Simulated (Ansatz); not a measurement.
How far to go with the k-point mesh: SnO (Pm, 4 atoms in the cell)

```
SnO
1.0
    3.37177     0.00000     0.00000
    0.00000     5.70247     0.00000
    0.00000     0.00000     4.24308
Sn O
2 2
Cartesian
  0.00000   1.32246   2.22729
  1.68589   4.38001   0.05575
  0.00000   5.08233   3.12656
  1.68589   0.62014   1.00502
```

Level of theory: PBEsol, default PAW files made with PBE (plane waves; Ansatz, a program for electronic structure).

Base settings: basis.ecutwfc = 420 eV; kpoints.mp_grid.grid = 7 5 6; hamiltonian.xc = pbesol; hamiltonian.pseudopotentials = {kind: paw} (the program's default PAW files); scf.occupations.method = fixed.

The second cell is the first with its lattice scaled by 0.98.

Only quantities that move along the ladder and can be compared are tabulated.

The count of work is k-points × plane waves × bands × iterations; it is no time. Core times come from one kind of shared machine, to one figure; runs under 30 s give none.

The starting cell comes from a database of computed structures (which also holds hypothetical and non-ambient phases and stackings), without a prior relaxation at this level. Its lattice was rescaled by up to half a per cent. One atom was moved a little off its site on purpose. In the base run, with a pressure of about -4 GPa the cell is away from its equilibrium volume at this level. Ansatz's pressure includes its estimate of the finite-basis (Pulay) stress.

Steps (kpoints.mp_grid.grid): 2 1 2; 2 2 2; 3 2 2; 3 2 3; 4 2 3; 4 3 3; 4 3 4; 5 3 4; 6 4 5; 7 4 6; 7 5 6; 8 5 6; 8 5 7; 9 6 8; 10 6 8; 11 7 9; 13 8 10; 14 8 11; 16 9 12; 17 10 14; 19 11 15; 21 13 17.

### Question
What is the coarsest kpoints.mp_grid.grid that holds the free energy within 2 meV/atom of the last step, with all finer ones?

### Answer
4 3 3, at 0.012 of the last step's count of work; the step before is off by 2.6 meV/atom.

### Question
What is the coarsest kpoints.mp_grid.grid that holds the energy of the compressed cell less the first within 2 meV/atom of the last step, with all finer ones?

### Answer
3 2 2, at 0.0066 of the last step's count of work; the step before is off by 2.9 meV/atom.

```csv
kpoints.mp_grid.grid,free energy less the last step's (meV/atom),energy of the compressed cell less the first (meV/atom),pressure (GPa),largest difference of a force vector from the last step's (eV/Å),gap on the mesh (eV),count of work / last,core time / last (rough)
2 1 2,-38.73,-20.37,-4.79,0.623,2.066,0.0033,–
2 2 2,55.78,-14.51,-4.02,0.239,1.759,0.0066,–
3 2 2,1.03,-17.38,-4.42,0.057,1.589,0.0066,–
3 2 3,4.66,-16.30,-4.31,0.064,1.590,0.0066,–
4 2 3,-2.61,-18.62,-4.57,0.012,1.646,0.0098,–
4 3 3,-0.19,-17.98,-4.49,0.010,1.633,0.012,–
4 3 4,-0.47,-18.06,-4.50,0.005,1.525,0.017,–
5 3 4,0.85,-17.03,-4.38,0.005,1.547,0.017,–
6 4 5,-0.19,-17.44,-4.44,0.001,1.596,0.036,–
7 4 6,0.02,-17.40,-4.43,0.001,1.345,0.046,–
7 5 6,0.04,-17.42,-4.43,0.001,1.433,0.052,–
8 5 6,0.00,-17.39,-4.42,0.000,1.438,0.066,–
8 5 7,0.02,-17.38,-4.42,0.000,1.438,0.074,–
9 6 8,-0.01,-17.40,-4.43,0.000,1.411,0.11,0.2
10 6 8,0.00,-17.38,-4.43,0.000,1.299,0.13,–
11 7 9,0.00,-17.40,-4.43,0.000,1.441,0.16,0.2
13 8 10,0.00,-17.39,-4.43,0.000,1.319,0.24,0.2
14 8 11,0.00,-17.40,-4.43,0.000,1.344,0.29,0.5
16 9 12,0.00,-17.39,-4.43,0.000,1.375,0.41,0.6
17 10 14,0.00,-17.39,-4.43,0.000,1.306,0.53,0.6
19 11 15,0.00,-17.39,-4.43,0.000,1.342,0.68,0.8
21 13 17,0.00,-17.39,-4.43,0.000,1.342,1.0,1
```

The gap on the mesh jumps up and down from mesh to mesh; it is no smooth measure of convergence.

Keys are those of Ansatz 0.2.
